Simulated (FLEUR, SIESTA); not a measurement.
A SIESTA input for a self-consistent single point of InSe (R3m, 4 atoms in the cell) (DFT, LDA PW92, numerical atomic orbitals TZP, PseudoDojo LDA standard norm-conserving potentials (rewritten from UPF to PSML)):

```
# files in the folder: In.psml Se.psml (PseudoDojo LDA standard)
SystemName  InSe
SystemLabel siesta

NumberOfAtoms                4
NumberOfSpecies              2
%block ChemicalSpeciesLabel
  1 49 In
  2 34 Se
%endblock ChemicalSpeciesLabel
LatticeConstant              1.0 Ang
%block LatticeVectors
     2.023345000    1.168179000    8.608523000
    -2.023345000    1.168179000    8.608523000
     0.000000000   -2.336358000    8.608523000
%endblock LatticeVectors
AtomicCoordinatesFormat      Bohr
%block AtomicCoordinatesAndAtomicSpecies
    -0.000000000   -0.000000000    5.385438905  1
    -0.000000000    0.000000000    0.089309952  1
    -0.000000000   -0.000000000   30.244009969  2
    -0.000000000    0.000000000   40.302067473  2
%endblock AtomicCoordinatesAndAtomicSpecies

XC.functional                LDA
XC.authors                   PW92
PAO.BasisSize                TZP
PAO.EnergyShift              0.01 Ry
MeshCutoff                   350 Ry
%block kgrid.MonkhorstPack
    6   0   0  0.0
    0   6   0  0.0
    0   0   6  0.0
%endblock kgrid.MonkhorstPack
OccupationFunction           FD
ElectronicTemperature        10 K

MaxSCFIterations             150
SCF.Mixer.Method             Pulay
SCF.Mixer.Weight             0.1
SCF.Mixer.History            8
SCF.DM.Tolerance             1.0E-04
Diag.ParallelOverK           true
WriteForces                  true
Charge.Mulliken              end
```

**Question.** Write the same calculation as an input for FLEUR.

**Answer.** This is the input that was run; spellings and numerical settings could be chosen otherwise.

Input of the input generator:

```
scf InSe
&input film=f /
2.0233451902 1.1681788902 8.6085230000
-2.0233451902 1.1681788902 8.6085230000
0.0000000000 -2.3363577804 8.6085230000
1.8897261246
1.0 1.0 1.0

4
49 0.1103500000 0.1103500000 0.1103500000
49 0.0018300000 0.0018300000 0.0018300000
34 0.6197130000 0.6197130000 0.6197130000
34 0.8258070000 0.8258070000 0.8258070000

&comp jspins=1 /
&exco xctyp='vwn' /
&kpt div1=6 div2=6 div3=6 gamma=t /
&end /
```

```xml
<?xml version="1.0" encoding="UTF-8" standalone="no"?>
<fleurInput fleurInputVersion="0.39">
   <comment>
      scf InSe                                                                                            
   </comment>
   <calculationSetup>
      <cutoffs Kmax="4.3" Gmax="12.9" GmaxXC="12.9" numbands="0"/>
      <scfLoop itmax="60" minDistance="0.00001" maxIterBroyd="25" imix="Anderson" alpha="0.05" precondParam="0.0" spinf="2.0"/>
      <coreElectrons ctail="T" frcor="F" kcrel="0" coretail_lmax="0"/>
      <xcFunctional name="vwn" relativisticCorrections="F"/>
      <magnetism jspins="1"/>
      <soc l_soc="F" theta="0.0" phi="0.0" spav="F"/>
      <expertModes spex="0" secvar="F"/>
      <geometryOptimization l_f="T" forcealpha="1.0" forcemix="BFGS" epsdisp="0.00001" epsforce="0.00001"/>
      <ldaU l_linMix="F" mixParam="0.05" spinf="1.0"/>
   </calculationSetup>
   <cell>
      <bzIntegration valenceElectrons="58.0" mode="hist" fermiSmearingEnergy="0.0001">
         <kPointListSelection listName="default-1"/>
         <!-- k-points included here -->
         <xi:include xmlns:xi="http://www.w3.org/2001/XInclude" href="kpts.xml"> </xi:include>
      </bzIntegration>
      <!-- symmetry operations included here -->
      <xi:include xmlns:xi="http://www.w3.org/2001/XInclude" href="sym.xml"> </xi:include>
      <bulkLattice scale="1.0">
         <bravaisMatrix>
            <row-1>    3.8235682650046958     2.2075381670171748    16.2677508073199633</row-1>
            <row-2>   -3.8235682650046958     2.2075381670171748    16.2677508073199633</row-2>
            <row-3>    0.0000000000000000    -4.4150763340343495    16.2677508073199633</row-3>
         </bravaisMatrix>
      </bulkLattice>
   </cell>
   <atomSpecies>
      <species name="Indium (In)" element="In" atomicNumber="49">
         <mtSphere radius="2.35" gridPoints="811" logIncrement="0.016"/>
         <atomicCutoffs lmax="10" lnonsphr="8"/>
         <electronConfig flipSpins="F">
            <coreConfig>(1s1/2) (2s1/2) (2p1/2) (2p3/2) (3s1/2) (3p1/2) (3p3/2) (4s1/2) (3d3/2) (3d5/2) (4p1/2) (4p3/2)</coreConfig>
            <valenceConfig>(5s1/2) (4d3/2) (4d5/2) (5p1/2) (5p3/2)</valenceConfig>
            <stateOccupation state="(5p1/2)" spinUp="0.1666666666667" spinDown="0.1666666666667"/>
            <stateOccupation state="(5p3/2)" spinUp="0.3333333333333" spinDown="0.3333333333333"/>
         </electronConfig>
         <energyParameters s="5" p="5" d="5" f="4"/>
         <lo type="SCLO" l="2" n="4" eDeriv="0"/>
      </species>
      <species name="Selenium (Se)" element="Se" atomicNumber="34">
         <mtSphere radius="2.35" gridPoints="811" logIncrement="0.015"/>
         <atomicCutoffs lmax="10" lnonsphr="8"/>
         <electronConfig flipSpins="F">
            <coreConfig>(1s1/2) (2s1/2) (2p1/2) (2p3/2) (3s1/2) (3p1/2) (3p3/2)</coreConfig>
            <valenceConfig>(4s1/2) (3d3/2) (3d5/2) (4p1/2) (4p3/2)</valenceConfig>
            <stateOccupation state="(4p1/2)" spinUp="0.6666666666667" spinDown="0.6666666666667"/>
            <stateOccupation state="(4p3/2)" spinUp="1.3333333333333" spinDown="1.3333333333333"/>
         </electronConfig>
         <energyParameters s="4" p="4" d="3" f="4"/>
         <lo type="HELO" l="2" n="4" eDeriv="0"/>
      </species>
   </atomSpecies>
   <atomGroups>
      <atomGroup species="Indium (In)">
         <relPos label="                   1">.1103500000 .1103500000 .1103500000</relPos>
         <force calculate="T" relaxXYZ="TTT"/>
      </atomGroup>
      <atomGroup species="Indium (In)">
         <relPos label="                   2">.0018300000 .0018300000 .0018300000</relPos>
         <force calculate="T" relaxXYZ="TTT"/>
      </atomGroup>
      <atomGroup species="Selenium (Se)">
         <relPos label="                   3">-.3802870000 -.3802870000 -.3802870000</relPos>
         <force calculate="T" relaxXYZ="TTT"/>
      </atomGroup>
      <atomGroup species="Selenium (Se)">
         <relPos label="                   4">-.1741930000 -.1741930000 -.1741930000</relPos>
         <force calculate="T" relaxXYZ="TTT"/>
      </atomGroup>
   </atomGroups>
   <output dos="F" band="F" slice="F">
      <checks vchk="F" cdinf="F"/>
      <bandDOS minEnergy="-.5*Htr" maxEnergy="0.5*Htr" sigma="0.015" storeEVData="T"/>
      <vacuumDOS vacdos="F" integ="F" star="F" nstars="0" locx1="0.0" locy1="0.0" locx2="0.0" locy2="0.0" nstm="0" tworkf="0.0"/>
      <unfoldingBand unfoldBand="F" supercellX="1" supercellY="1" supercellZ="1"/>
      <plotting iplot="0" polar="F">
         <plot TwoD="T" vec1="  1.0  0.0  0.0" vec2="  0.0  1.0  0.0" vec3="  0.0  0.0  1.0" zero="  0.0  0.0  0.0" file="plot"/>
      </plotting>
      <chargeDensitySlicing numkpt="0" minEigenval="0.0" maxEigenval="0.0" nnne="0" pallst="F"/>
      <specialOutput eonly="F"/>
      <magneticCircularDichroism mcd="F" energyLo="-10.0" energyUp="0.0"/>
   </output>
  <!-- We include the file relax.xml here to enable relaxations (see documentation) -->
  <xi:include xmlns:xi="http://www.w3.org/2001/XInclude" href="relax.xml"> <xi:fallback/> </xi:include>
</fleurInput>
```

Basis settings and potentials, where a program has them, do not carry over. This input uses DFT, LDA (Vosko-Wilk-Nusair), all-electron FLAPW (FLEUR), scalar-relativistic valence. LDA parametrisations can differ slightly between programs.

The starting cell comes from a database of computed structures (which also holds hypothetical and non-ambient phases and stackings), without a prior relaxation at this level.
